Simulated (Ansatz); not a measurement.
Input:

End structure of a constructed model of the (111) surface of fcc Ir, a pseudomorphic layer of Ge in the host's stacking (bottom of the slab: a bare face, its two planes held):

```xyz
7
Lattice="2.7372 0.0000 0.0000 -1.3686 2.3705 0.0000 0.0000 0.0000 29.5000" Properties=species:S:1:pos:R:3 pbc="T T T"
Ir     0.0000     1.5803     8.0497
Ir     1.3686     0.7902    10.2846
Ir     0.0000     0.0000    12.5033
Ir     0.0000     1.5803    14.7409
Ir     1.3686     0.7902    16.9737
Ir     0.0000     0.0000    19.2343
Ge     0.0000     1.5803    21.3997
```

Set-up: 7 atoms, 13.4 Å thick at the start with caps and adatoms (thin: gaps and levels are the slab's own); mesh 16x16x1; 0.1 eV smearing; dipole correction on; single point; on the structure that PBE left under its start's symmetry; no spin, no spin-orbit, no U. In PBE it lies 0.02 eV a 1x1 cell over the lowest computed structure of the same composition (a pseudomorphic layer of Ge in the other hollow).

Task: Estimate the work function of the top face that r2SCAN, at the PBE geometry run with Ansatz (an electronic-structure program) returns for this input.

Result: 4.53 eV
